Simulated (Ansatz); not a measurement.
SiO2: stress against strain

SiO2 (rutile, P4_2/mnm, 7.657 Å³/atom and stress up to 0.01 GPa in the relaxed cell, c along z) under a strain ε along a (axis x), the other axes held. LDA in Ansatz, a plane-wave DFT program (PAW, default set), 420 eV, 8×8×12 Γ-centred mesh, Fermi-Dirac smearing 0.05 eV; ions are relaxed, or left where forces stay under 0.02 eV/Å, within the symmetry of each cell. Stress is positive for a compressed cell.

Here s stands for strain and y for stress xx.

```csv
strain (%),stress xx (GPa)
-1.20,5.54
-0.60,2.73
0.00,-0.01
0.60,-2.67
1.20,-5.25
3.00,?
```

### Question
Fit y against s with a straight line, and predict the withheld value at s = 3.00.

### Answer
Means: s 0, y 0.068. About the means, the sum of products is -16.188 and the sum of squares of s is 3.6000; the slope is their ratio. Least squares gives y = 0.068 - 4.4967·s. Residuals (row less fit): 0.076, -0.036, -0.078, -0.040, 0.078; standard error 0.083 (degrees of freedom: 3). The slope gives the elastic constant C11 = 450 ± 4 GPa (± standard error of the fit, which holds the terms cut off). At the withheld row, y = 0.068 - 4.4967 × 3.0 = -13.422 GPa. The calculation gives -12.46 GPa, 0.962 GPa above the prediction (5.3 % of the range of y in the table). The row lies outside the fitted rows, so this is an extrapolation. From the scatter of the fitted rows alone, a prediction at this place has a standard error of 0.160 GPa, so the miss is 6.0 times that.

A polynomial of degree 2 through the 10 other runs of the series gives -12.47 there, so most of the miss is curvature that the fit leaves out. SiO2 is here stishovite, a high-pressure form. Rows are the converged runs of the series near zero and its far end; series whose fitted rows scatter by over a few per cent of the range, as at a crossing or softening among them, aren't shown in this form, nor equations of state whose B0' disagrees with the runs' pressures. Most that stay on the fit to the last digits aren't either.
